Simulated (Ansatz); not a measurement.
We consider GaSi2N (model structure, started from the BC2N type, R3m, No. 160, 4 atoms in the cell), described by LDA (Ansatz, a first-principles code, plane waves, PAW).

Settings: plane-wave cutoff 520 eV, 20×20×20 k mesh, Fermi–Dirac smearing 0.05 eV, scalar-relativistic PAW data made under PBE.

Cell (relaxed at this level):

Space group R3m, hexagonal axes (No. 160); a = b = 2.8072 Å, c = 23.7845 Å, α = β = 90.00°, γ = 120.00°

| atom | site | symmetry | x | y | z |
|---|---|---|---|---|---|
| Ga | 3a | 3m | 0.0000 | 0.0000 | 0.0324 |
| N | 3a | 3m | 0.0000 | 0.0000 | 0.1310 |
| Si | 3a | 3m | 0.0000 | 0.0000 | 0.4939 |
| Si | 3a | 3m | 0.0000 | 0.0000 | 0.5927 |
(The calculation used a cell of 4 atoms; values per cell refer to that cell.)

Predict the bulk modulus.


- bulk modulus = 74.0 GPa

The run finds no gap.

Note: the bulk modulus is −V dP/dV from two relaxed cells at ±2 % in volume; the relaxation could raise the start's symmetry but not lower it, so the cell can be a saddle point.

Static lattice: no zero-point or thermal effects.

It cost about 50 core-minutes (a rough figure) of CPU time.

A model structure was made by putting elements into a prototype or built by hand; it is no filed structure, need not be a known phase, and can be a saddle point held by its symmetry.
